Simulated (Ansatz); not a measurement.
For GaN (model structure, started from the PtS type, P4₂/mmc, No. 131, 4 atoms in the cell), PBEsol (PAW; Ansatz, an electronic-structure program) gives:

| Property | Result |
|---|---|
| lattice constant a | 3.010 Å |
| lattice parameter c | 5.260 Å |

Problem. What does PBE-D3(BJ) (Ansatz, PAW) give for the same quantities?

Solution. 
- lattice constant a: 3.024 Å (rises by 0.5 %)
- lattice parameter c: 5.293 Å (increases by 0.6 %)

Changes are worked out from the printed values.

Unless a cell is named, each level is at its own relaxed cell (PBEsol 11.92, PBE-D3(BJ) 12.10 Å³/atom).

Ansatz's density-functional and Hartree–Fock values are scalar-relativistic unless marked +SOC, with PAW data made under PBE.

A model structure was made by putting elements into a prototype or built by hand; it is no filed structure, need not be a known phase, and can be a saddle point held by its symmetry.
